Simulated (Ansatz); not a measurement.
# A computed series for hypothetical Ia-3 C: pressure series

Consider C (space group Ia-3, No. 206; a = 4.4487 Å; a hypothetical phase, not in the database extracts checked).

Cell and atoms are relaxed at each pressure.

All numbers come from PBEsol/PAW in Ansatz (a program for electronic structure), without spin-orbit coupling.

Notes on the quantities. hole mass: degenerate bands, along [100].

```json
[
 {"variant": "base", "volume per atom": "5.50 Å³", "hole mass": "0.26, 0.85, 0.86 mₑ (at H)"},
 {"variant": "pressure −2 GPa", "volume per atom": "5.53 Å³", "hole mass": "0.26, 0.86, 0.87 mₑ (at H)"},
 {"variant": "pressure −1 GPa", "volume per atom": "5.52 Å³", "hole mass": "0.26, 0.86, 0.87 mₑ (at H)"},
 {"variant": "pressure 0.3 GPa", "volume per atom": "5.50 Å³", "hole mass": "0.26, 0.85, 0.86 mₑ (at H)"},
 {"variant": "pressure 0.7 GPa", "volume per atom": "5.49 Å³", "hole mass": "0.26, 0.85, 0.86 mₑ (at H)"},
 {"variant": "pressure 1.5 GPa", "volume per atom": "5.48 Å³", "hole mass": "0.26, 0.85, 0.86 mₑ (at H)"},
 {"variant": "pressure 3 GPa", "volume per atom": "5.46 Å³", "hole mass": "0.26, 0.85, 0.86 mₑ (at H)"},
 {"variant": "pressure 5 GPa", "volume per atom": "5.44 Å³", "hole mass": "0.26, 0.84, 0.85 mₑ (at H)"},
 {"variant": "pressure 7.5 GPa", "volume per atom": "5.41 Å³", "hole mass": "0.26, 0.83, 0.85 mₑ (at H)"},
 {"variant": "pressure 10 GPa", "volume per atom": "5.38 Å³", "hole mass": "0.26, 0.83, 0.84 mₑ (at H)"}
]
```

The levels and masses belong to the bands next to the band gap. Load acts through the strain it causes; cell and atoms are relaxed under it. Effective masses come from finite differences of ±0.01 Å⁻¹. Stability against distortions was not tested. No other phases were tried under pressure.
